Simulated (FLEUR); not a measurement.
Equation of state of fcc Au (space group 225): energy against volume (FLEUR, LDA)

```
CELL_PARAMETERS angstrom
      0.00000     1.96066     1.96066
      1.96066     0.00000     1.96066
      1.96066     1.96066     0.00000
ATOMIC_POSITIONS crystal
  Au 0.00000 0.00000 0.00000
```

Method: LDA (Perdew-Zunger), all-electron FLAPW (FLEUR), scalar-relativistic valence in FLEUR. Settings: Kmax = 4.67 1/bohr; GmaxXC = 14 1/bohr; xcFunctional = pz; jspins = 1; l_soc = F; mode = hist; fermiSmearingEnergy = 0.00183747 Htr; mesh (inpgen div1-3) = 25 25 25; inpgen gamma flag = false; Gmax = 14 1/bohr; numbands = 0; maxIterBroyd = 15; imix = Anderson; alpha = 0.05; precondParam = 0; minDistance = 1e-05 me/bohr^3. The cell above is the first row's. The rows scale it uniformly. In all rows the k mesh is held. E is the free energy at the stated smearing, counted from the lowest row.

```csv
V (Å^3/atom),E (meV/atom)
15.074,?
15.402,59.12
15.730,29.03
16.057,10.03
16.385,0.76
16.713,0.00
17.040,6.71
17.368,19.94
17.696,38.84
```

### Question
Fit E against V with the third-order Birch-Murnaghan form, a cubic in V^(-2/3), and predict the withheld value at V = 15.074.

### Answer
With u = V^(-2/3) - 0.154, the rows have u = 0.007541, 0.005287, 0.003117, 0.001013, -0.001022, -0.002985, -0.004892, -0.006741. Least squares gives E = -0.603 + 370.08·u + 960060·u² + 5476513·u³. Residuals (row less fit): -0.012, 0.031, -0.014, -0.003, -0.016, 0.009, 0.019, -0.011; standard error 0.023 (degrees of freedom: 4). Its minimum lies at u = -0.000193, so V0 = (0.153807)^(-3/2) = 16.58. There d²E/du² = 1914000 and d³E/du³ = 3.286e7, so B0 = (4/9) × 16.58^(-7/3) × 1914000 × 0.160218 = 194 GPa (the last factor turns the table's units into GPa), and B0' = 4 + (2/3) × 0.153807 × (3.286e7)/1914000 = 5.8. At the withheld row, u = 0.009876, so E = -0.603 + 370.08 × 0.009876 + 960060 × 0.009876² + 5476513 × 0.009876³ = 101.967 meV/atom. The calculation gives 101.85 meV/atom, 0.117 meV/atom below the prediction (0.1 % of the range of E in the table). The row lies outside the fitted rows, so this is an extrapolation. From the scatter of the fitted rows alone, a prediction at this place has a standard error of 0.068 meV/atom, so the miss is 1.7 times that.

Carrying the step between the two nearest rows on in a straight line would have given 89.21, off by 12.64; series whose last step already gives the withheld value aren't shown. The scan was laid around a cell of about the measured size, scaled by a guess for this functional. Values depend on the basis (sphere radii, cutoffs, local orbitals), which need not be converged. Spin-orbit coupling is off. Cutoffs and mesh are single choices, not tested for convergence of this quantity. Series with a scatter that would blur these digits, or in which a gap closes, are not shown. Nor are scans whose minimum lies at an end fitted in this form.
